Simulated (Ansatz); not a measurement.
Adsorption energy and surface dipole of Cl on the 1x1 (0001) surface of hcp Ti, one in a 2x1 cell, started at the site 'bridge Ti-Ti (span 2.9 Å)', worked from the runs' numbers; total energies count from the potentials' own zero.

The numbers are results of PBE (plane waves to 420 eV, PAW; Ansatz, a program for electronic structure), not measurements.

Set-up: 9 atoms, 6.8 Å thick at the start under the adsorbate (thin: gaps and levels are the slab's own); mesh 6x12x1; 0.1 eV smearing; dipole correction on; 4 atoms held, the rest relaxed; symmetry of the start imposed; no spin, no spin-orbit, no U, no dispersion correction. At the end it is bonded to 3 Ti. In PBE it is, or lies within 0.03 eV of, the lowest of the starts that converged.

```csv
quantity,value
slab with the adsorbate,-21076.442 eV
"clean slab, same cell and mesh",-19993.663 eV
"reference, ½ Cl2(g)",-1079.444 eV
area of the cell,14.96 Å²
change of the step from the bottom to the top vacuum level,-0.226 eV
```

Question: What is the adsorption energy against this reference?

Answer: E(slab + adsorbate) − E(slab) − E(reference) = -3.33 eV, so in this state the adsorbate is more stable than in the reference, at a coverage of 6.69 a nm².

Question: What dipole does adsorption add to the slab along the outward normal (Helmholtz relation, ε₀ = 0.005526 e/(V·Å))?

Answer: p = −ε₀·A·ΔV = 0.019 e·Å = 0.09 D; its positive end points to the vacuum, which lowers the vacuum level.
